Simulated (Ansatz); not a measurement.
Start from ZnS in the wurtzite structure (space group P6_3mc, No. 186; a = 3.738 Å, c = 6.143 Å). Axes: x lies along a and z along c of the hexagonal cell.

Structures relaxed with LDA (Ansatz, a first-principles code), no spin-orbit coupling.

Base:

Simulated powder pattern, Co Kα, λ = 1.79026 Å (kinematic, ideal powder, no thermal factors, no anomalous dispersion; the 10 strongest lines at most, above 2 %, up to 2θ = 90°):

| 2θ (°) | I/Imax (%) | hkl |
|---|---|---|
| 32.10 | 91 | (100) |
| 33.89 | 58 | (002) |
| 36.43 | 100 | (101) |
| 47.37 | 34 | (102) |
| 57.23 | 67 | (110) |
| 62.30 | 68 | (103) |
| 67.14 | 10 | (200) |
| 68.20 | 45 | (112) |
| 69.76 | 15 | (201) |
| 89.64 | 26 | (203) |

After one change:

Simulated powder pattern, Co Kα, λ = 1.79026 Å (kinematic, ideal powder, no thermal factors, no anomalous dispersion; the 10 strongest lines at most, above 2 %, up to 2θ = 90°):

| 2θ (°) | I/Imax (%) |
|---|---|
| 31.91 | 93 |
| 34.02 | 59 |
| 36.28 | 100 |
| 47.33 | 35 |
| 56.85 | 69 |
| 62.36 | 67 |
| 66.69 | 10 |
| 67.94 | 46 |
| 69.34 | 15 |
| 89.39 | 26 |

**Question.** What was done to the base?
A. biaxial strain +0.60 %, plane normal [001], relaxed out of plane
B. biaxial strain +1.80 %, plane normal [001], relaxed out of plane
C. biaxial strain +2.40 %, plane normal [001], relaxed out of plane
D. biaxial strain +1.20 %, plane normal [001], relaxed out of plane

**Answer.** A, biaxial strain +0.60 %, plane normal [001], relaxed out of plane. Its volume per atom is 18.74 Å³ against 18.59 Å³, and its space group is P6_3mc (No. 186).

No phonon test of stability was made.
